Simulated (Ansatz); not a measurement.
The reference is TiO$_{2}$ in the anatase structure (space group I4_1/amd, No. 141; a = 3.770 Å, c = 9.552 Å). Axes: x, y, z lie along a, b, c of the conventional cell.

Method: PBEsol, PAW, 420 eV (Ansatz, a first-principles code; no SOC).

Strains are applied to the cell and any free atomic positions relax.

One change was made to it. Results:

The largest internal atomic displacement amounts to 0.014 Å; the energy rises by 1.0 meV/atom; the band gap grows by 0.036 eV, from 2.11 eV to 2.14 eV.

### Question
Which of these changes matches the shifts?
A. uniaxial strain ε_zz = +2.40 %
B. uniaxial strain ε_zz = +3.00 %
C. uniaxial strain ε_zz = +1.20 %
D. uniaxial strain ε_zz = +1.80 %

### Answer
C, uniaxial strain ε_zz = +1.20 %. For comparison, the energy relative to the base in the other runs: uniaxial strain ε_zz = +1.80 % gives +2.2 meV/atom; uniaxial strain ε_zz = +3.00 % gives +6.0 meV/atom; uniaxial strain ε_zz = +2.40 % gives +3.9 meV/atom.

No phonon test of stability was made. The final runs are not spin-polarised.
